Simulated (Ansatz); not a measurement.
The parent structure is GeS (space group Pnma, No. 62; a = 10.0966 Å, b = 3.6442 Å, c = 4.0194 Å; layered, stacked along the Cartesian x axis).

Computed with Kohn–Sham DFT with the PBEsol-D3(BJ) functional, run in Ansatz (a first-principles code) with PAW and 420 eV plane waves, without spin-orbit coupling.

Carriers are added at fixed cell with a uniform background; the Fermi–Dirac width is that of 300 K.

One change was made to it. Results:

```csv
quantity,base,after
Fermi level relative to the doped band's edge (positive inside the band; to 0.05 eV),–,+0.50 eV
gap between the host's bands,0.56 eV,0.66 eV
largest internal atomic displacement,–,0.018 Å
```

Name the change that was made.
A. holes 2.0×10^21 cm⁻³
B. holes 1.0×10^22 cm⁻³
C. electrons 2.0×10^21 cm⁻³
D. holes 5.0×10^21 cm⁻³

D, holes 5.0×10^21 cm⁻³. For comparison, the gap between the host's bands in the other runs: holes 2.0×10^21 cm⁻³ gives 0.59 eV; holes 1.0×10^22 cm⁻³ gives 0.75 eV; electrons 2.0×10^21 cm⁻³ gives 0.51 eV.

Carriers are added with a uniform compensating background; total energy and stress of such cells depend on the potential's zero and are not compared; many-body gap narrowing is missing at this level. No phonon test of stability was made. The D3 term's C6 switches between coordination references near this geometry, which can add small steps to energies.
